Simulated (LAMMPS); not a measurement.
MD of Au (fcc) at zero pressure, 4000 atoms, as a liquid; each row is its own run.

All values are model results, not measurements: classical MD, pair style eam, the elements' _u3.eam files (universal-3 set of Foiles, Baskes and Daw); code LAMMPS.

```csv
T (K),D(Au) (cm²/s)
740,2.87e-6
940,9.60e-6
1070,1.49e-5
1200,2.12e-5
1340,2.97e-5
1470,3.79e-5
1670,4.99e-5
1740,5.47e-5
2140,9.01e-5
```

Q: Fit an Arrhenius law, ln y = a + b / x, to these rows (x is the first column, y the second) and predict the run at x = 1870.

A: Least squares gives a = -7.5927 and b = -3792. The slope times kB gives an activation energy of 0.33 eV. At x = 1870 the fit predicts 6.63e-5 cm²/s. The run itself gave (6.35 ± 0.04) × 10^-5 cm²/s, so the fit is 4.4 % high.

Caution (rows 740; 940; 1070): this liquid lies under the melting point of about 1120 K that EAM-type universal-3 set of Foiles, Baskes and Daw gives, so it is undercooled.

Errors of D are the spread over four groups of atoms in one short run; a floor of about 5 %, a picked value, is safer.
